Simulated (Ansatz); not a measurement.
What Be vacancy does to BeSe

Take an 8-atom supercell of BeSe in the zinc blende structure (space group F-43m, No. 216; a = 5.178 Å) at its relaxed geometry as the base.

Modification: one Be atom is removed, atoms relaxed at fixed cell, starting from a slightly rattled geometry.

Level of theory: PBE (Ansatz, an electronic-structure program), no spin-orbit coupling, earlier PAW set. k-mesh 5×5×5 (Γ-centred); smearing 0.01 eV (Fermi–Dirac).

| quantity | base | changed | shift |
|---|---|---|---|
| pressure | 0.0 GPa | -1.6 GPa | -1.6 GPa |
| mean distance from the defect site to its nearest host atoms | 2.24 Å | 2.27 Å | +0.025 Å |

Final structure:

```yaml
crystal:
  lattice:
    - [-5.17766, 0.00000, 0.00000]
    - [0.00000, 0.00000, 5.17766]
    - [0.00000, 5.17766, 0.00000]
  atoms:
    - { symbol: Se, position: [0.25308, 0.74497, 0.74861] }
    - { symbol: Se, position: [0.74796, 0.74478, 0.25383] }
    - { symbol: Se, position: [0.74776, 0.25019, 0.74856] }
    - { symbol: Se, position: [0.25376, 0.25051, 0.25436] }
    - { symbol: Be, position: [0.50067, 0.99729, 0.50134] }
    - { symbol: Be, position: [0.50053, 0.49760, 0.00112] }
    - { symbol: Be, position: [0.00051, 0.49749, 0.50134] }
```

The magnetic state is the one reached from the starting moments; the real material's order can differ, and small cells can't hold many antiferromagnetic ones. In so small a cell the defect repeats every few ångströms: this is an ordered compound, not a dilute defect. A case with no gap was solved on a k-mesh chosen for an insulator, which is coarse for it. Seeded moments were not kept for Be vacancy. The defect cell is spin-polarised and ends with 0.0 μB.
